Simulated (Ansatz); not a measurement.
**Lattice constant a of Al₂O (model structure, Fm-3m, No. 225, 3 atoms in the cell) at several levels of theory**

No measured value is used here.

```csv
level (code),value (Å)
LDA (Ansatz),?
PBE (Ansatz),5.695
PBEsol (Ansatz),5.621
r²SCAN (Ansatz),5.626
```

**Question.** Fill in the missing entries.

**Answer.** 
- LDA (Ansatz, a first-principles code), value (Å): 5.575

Cutoffs differ between the levels. Ansatz's density-functional and Hartree–Fock values are scalar-relativistic unless marked +SOC, with PAW data made under PBE.

A model structure was made by putting elements into a prototype or built by hand; it is no filed structure, need not be a known phase, and can be a saddle point held by its symmetry.
